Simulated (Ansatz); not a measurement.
**How the bulk modulus of MgS (model structure, from the GeS type, Fm-3m, No. 225) moves with the method**

No measured value is used here.

```csv
level (code),value (GPa),cell (Å³/atom)
LDA (Ansatz),83.4,16.87
PBE (Ansatz),74.1,17.88
PBEsol (Ansatz),…,17.39
r²SCAN (Ansatz),79.9,17.61
```

Problem. What belongs in the gaps?

Solution. 
- PBEsol (Ansatz, an electronic-structure program), value (GPa): 78.2

LDA, PBE, PBEsol, r²SCAN: the bulk modulus is −V dP/dV from two relaxed cells at ±2 % in volume. Each level is taken at its own relaxed cell. Cutoffs differ between the levels. Ansatz's density-functional and Hartree–Fock values are scalar-relativistic unless marked +SOC, with PAW data made under PBE.

A model structure was made by putting elements into a prototype or built by hand; it is no filed structure, need not be a known phase, and can be a saddle point held by its symmetry.
